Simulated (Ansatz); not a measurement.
A self-consistent single point of BeSe (F-43m, 2 atoms in the cell) with Ansatz (an electronic-structure program)

Level of theory: PBE (plane waves, PAW; Ansatz).

Input:

Ansatz 0.2 input:
```yaml
# BeSe
crystal:
  lattice:
    - [0.000000, 2.557150, 2.557150]
    - [2.557150, 0.000000, 2.557150]
    - [2.557150, 2.557150, 0.000000]
  atoms:
    - { symbol: Be, position: [0.000000, 0.000000, 0.000000] }
    - { symbol: Se, position: [0.250000, 0.250000, 0.250000] }
basis:
  ecutwfc: 30.9 Ry
kpoints:
  mp_grid: { grid: [8, 8, 8] }
hamiltonian:
  xc: pbe
  pseudopotentials: { kind: paw }
scf:
  occupations: { method: fermi_dirac, width: 0.0015 Ry }
output:
  forces: true
  eigenvalues: true
  stress: true
```

Output (repeated stretches shortened):

```
WARN ansatz: RAYON_NUM_THREADS=1 ignored (pool sized by the plan → 1); use --threads N
Pseudopotentials: kind: paw
Pseudopotential: Be, paw, valence charge 2
Pseudopotential: Se, paw, valence charge 16
Crystal: 2 atoms, lattice volume = 33.442 Å³
Basis set: ecut = 420.4159175005146 eV, 645 PW (Γ), exchange–correlation on 50×50×50 points (8 copies of the dense FFT grid, shifted against one another)
Bands: 13, of which v1, the nominal top of the filled ones, is band 9 counted from 1 (8 counted from 0)
Symmetry: 24 space group operations
Space group: F-43m (ITA 216), of the structure as read, at distance tolerance 3.2e-5 Å
k-points: 29 of 512 (time reversal used)
Initial density: superposition of atomic densities (neutral atoms: chi_scale 0, normalization atom), corrected by the library's trained network
Initial wavefunctions: pseudopotential atomic-orbital guess
Eigensolver: davidson
Functional: x = pbe(κ = 0.804, μ = 0.2195149727645171), c = pbe(β = 0.06672455060314922)
SCF iter   1: F=—  HF=-5563.425852 eV  |F-HF|=—  |Δ(HF+E_count)|=         —  Δρ=4.57e-4  dr2=3.26e-5  ethr=1.77e-3  ⟨swp⟩=6.4  Hψ=2318  notcnv=0
all-band conjugate gradients solve this SCF's bands
preconditioner: auto → none
SCF iter   2: F=—  HF=-5563.425843 eV  |F-HF|=—  |Δ(HF+E_count)|=   8.63e-6  Δρ=3.66e-4  dr2=5.06e-5  ethr=1.81e-7  ⟨swp⟩=2.0  Hψ=875  notcnv=0
SCF iter   3: F=—  HF=-5563.425843 eV  |F-HF|=—  |Δ(HF+E_count)|=   7.38e-7  Δρ=1.23e-4  dr2=1.45e-6  ethr=1.81e-7  ⟨swp⟩=2.0  Hψ=637  notcnv=0
SCF iter   4: F=—  HF=-5563.425853 eV  |F-HF|=—  |Δ(HF+E_count)|=   1.05e-5  Δρ=5.99e-5  dr2=1.24e-6  ethr=8.04e-9  ⟨swp⟩=3.0  Hψ=638  notcnv=0
iter 5 did not close the SCF: its close was put off for the readings that it lacked (scf_convergence_deferred on its scf_iter line)
SCF iter   5: F=-5563.425853 eV  HF=-5563.425853 eV  |F-HF|=7.08e-8  |Δ(HF+E_count)|=   2.73e-7  Δρ=1.48e-5  dr2=8.43e-8  ethr=6.88e-9  ⟨swp⟩=2.8  Hψ=615  notcnv=0
SCF iter   6: F=-5563.425853 eV  HF=-5563.425853 eV  |F-HF|=6.70e-9  |Δ(HF+E_count)|=   2.21e-9  Δρ=3.88e-6  dr2=7.09e-9  ethr=4.68e-10  ⟨swp⟩=2.1  Hψ=1339  notcnv=0
SCF 1 converged in 6 iterations: F = -5563.425853 eV  dr2 = 7.09e-9
SCF converged after 6 iterations
Free energy (F): -5563.425853 eV
Harris-Foulkes:  -5563.425853 eV  (|F-HF|=6.70e-9)
Internal energy: -5563.425853 eV  (E = F + TS)
E sigma→0 (E₀):  -5563.425853 eV
Fermi energy:    8.502374 eV
--- Per-component energies (eV) ---
  E_band       = -380.040263
  E_kinetic    = 139.858323
  E_local      = -2505.452173  (includes V_loc(G=0)·N_el)
  E_nonlocal   = -591.907804
  E_hartree    = 1239.209577
  E_xc         = -124.386546
  E_vxc        = -119.586160  (∫ρ·V_xc dr)
  E_paw        = -1970.326566  (= ΣΔE_a)
  E_vpaw       = 218.632833  (= ΣTr[D̂ρ^β])
  E_aug_tail   = -0.000569  (compensation charges beyond the density's cutoff)
  E_ewald      = -1750.420095
  E_smearing   = -0.000000  (= −TS)
  E_closure    = 0.000000  (closes the sum)
  Σ components = -5563.425853   (vs F -5563.425853, Δ=0.00e0)
--- Forces (eV/Å), atoms counted from 1 ---
  atom   1  Be     0.00000000    -0.00000000    -0.00000000
  atom   2  Se    -0.00000000    -0.00000000    -0.00000000
  max |Σ_I F_I| component: 3.20e-16 eV/Å
--- Stress (GPa, compression-positive) ---
        2.991164       0.000000      -0.000000
       -0.000000       2.991164       0.000000
        0.000000       0.000000       2.991164
  P = ⅓ Tr σ = 2.9912 GPa (29.912 kbar)
  The stress holds the Pulay correction. Without it, at fixed plane waves, as pw.x and ABINIT print it: P = 2.9774 GPa
--- Band table (eV; the first three rows and the last of 29) ---
  k-point 0: bands = ["-39.5042", "-39.5042", "-39.5042", "-39.4977", "-39.4977", "-6.7094", "7.2048", "7.2048", "7.2048", "11.7012", "12.2247", "12.2247", "12.2247"]
  k-point 1: bands = ["-39.5041", "-39.5041", "-39.5041", "-39.4977", "-39.4977", "-6.5521", "5.8727", "6.9881", "6.9881", "11.8446", "12.5820", "12.5820", "13.4424"]
  k-point 2: bands = ["-39.5039", "-39.5037", "-39.5037", "-39.4976", "-39.4976", "-6.1232", "3.7454", "6.5637", "6.5637", "11.7505", "13.1370", "13.1370", "15.6671"]
  k-point 28: bands = ["-39.5035", "-39.5034", "-39.5024", "-39.4979", "-39.4972", "-4.8112", "2.7291", "3.3109", "3.8317", "13.3754", "14.4021", "14.5959", "15.3355"]
```

The run converged in 6 iterations.

The starting cell has typed, rounded lattice constants, without a prior relaxation at this level. Its lattice was rescaled by up to half a per cent. Ansatz's pressure includes its estimate of the finite-basis (Pulay) stress.
